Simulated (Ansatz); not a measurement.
System: TiAl₃ (I4/mmm, No. 139). Method: r²SCAN (Ansatz, a quantum-chemistry and plane-wave program, PAW).

Numerical settings: plane-wave cutoff 560 eV, 20×20×20 k mesh, Fermi–Dirac smearing 0.05 eV, no spin polarisation, scalar-relativistic PAW data made under PBE.

Cell (relaxed at this level):

```cif
data_Al6Ti2
_chemical_formula_sum 'Ti2 Al6'
_space_group_name_H-M_alt 'I4/mmm'
_space_group_IT_number 139
_space_group_name_Hall '-I 4 2'
_cell_length_a 3.82433
_cell_length_b 3.82433
_cell_length_c 8.56057
_cell_angle_alpha 90.000
_cell_angle_beta 90.000
_cell_angle_gamma 90.000
loop_
_atom_site_label
_atom_site_type_symbol
_atom_site_symmetry_multiplicity
_atom_site_Wyckoff_symbol
_atom_site_fract_x
_atom_site_fract_y
_atom_site_fract_z
_atom_site_occupancy
Ti1 Ti 2 a 0.00000 0.00000 0.00000 1
Al1 Al 2 b 0.00000 0.00000 0.50000 1
Al2 Al 4 d 0.00000 0.50000 0.25000 1
```
(The calculation used a cell of 4 atoms; values per cell refer to that cell.)

Question: Give the computed bulk modulus and pressure derivative B′ of the bulk modulus.

Answer: 
* **bulk modulus**: 115 GPa
* **pressure derivative B′ of the bulk modulus**: 4.0

The run finds no gap.

Note: the bulk modulus comes from volumes at which shape and atoms were relaxed.
